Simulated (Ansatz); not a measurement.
# Effect of biaxial strain −2.00 %, plane normal [001], relaxed out of plane on PbTe

Consider PbTe in the rock salt structure (space group Fm-3m, No. 225; a = 6.442 Å). Axes: x, y, z lie along the cube axes.

One thing is altered: compressive biaxial strain of 2.00 % in the plane normal to [001], as in epitaxy on a mismatched substrate; the out-of-plane cell vector and the atoms relax.

Calculations: PBEsol, PAW, 420 eV (Ansatz, a first-principles code; scalar-relativistic without spin-orbit coupling). k-mesh 9×9×9 (Γ-centred); smearing 0.05 eV (Fermi–Dirac).

| quantity | base | changed | shift |
|---|---|---|---|
| volume per atom | 33.42 Å³ | 32.14 Å³ | -1.28 Å³ |
| shortest interatomic distance | 3.221 Å | 3.157 Å | -0.064 Å |
| energy relative to the base (free energy F) | 0 meV/atom | +12 meV/atom | +12 meV/atom |
| pressure (mean of the normal stresses, compression positive) | 0.01 GPa | 1.99 GPa | +1.987 GPa |
| band gap | 0.65 eV | 0.53 eV | -0.12 eV |
| gap character | – | direct at N | – |
| out-of-plane strain | – | +0.14 % | – |
| ratio −ε⊥/ε∥ | – | 0.07 | – |
| mean in-plane stress (compression positive) | – | +3.0 GPa | – |

Spin-orbit coupling, missing from the scalar runs, can matter with Pb and Te. Whether these cells are dynamically stable was not tested. k-point labels follow each cell's own Brillouin zone.
